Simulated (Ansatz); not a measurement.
Consider SrTiO₃ in the cubic perovskite structure (space group Pm-3m, No. 221; a = 3.891 Å). Axes: x, y, z lie along the cube axes.

Level of theory: plane-wave PAW DFT at the PBEsol level (Ansatz, an electronic-structure program, 420 eV), scalar-relativistic without spin-orbit coupling.

Strains are applied to the cell and any free atomic positions relax; under biaxial strain the out-of-plane vector relaxes too.

One change was made to it. Results:

```json
[
 {"quantity": "shortest interatomic distance", "base": "1.946 Å", "after": "1.934 Å"},
 {"quantity": "energy relative to the base (free energy F)", "base": "0 meV/atom", "after": "+1.0 meV/atom"},
 {"quantity": "pressure (mean of the normal stresses, compression positive)", "base": "-0.1 kbar", "after": "16.2 kbar"}
]
```

**Question.** Which of these changes matches the shifts?
A) biaxial strain −0.60 %, plane normal [001], relaxed out of plane
B) biaxial strain −3.00 %, plane normal [001], relaxed out of plane
C) biaxial strain −2.40 %, plane normal [001], relaxed out of plane

**Answer.** A, biaxial strain −0.60 %, plane normal [001], relaxed out of plane. For comparison, the energy relative to the base in the other runs: biaxial strain −3.00 %, plane normal [001], relaxed out of plane gives +29 meV/atom; biaxial strain −2.40 %, plane normal [001], relaxed out of plane gives +18 meV/atom.

No phonon test of stability was made. The final runs are not spin-polarised. Many cubic perovskites are stable only at high temperature; tilts and polar distortions were not tested.
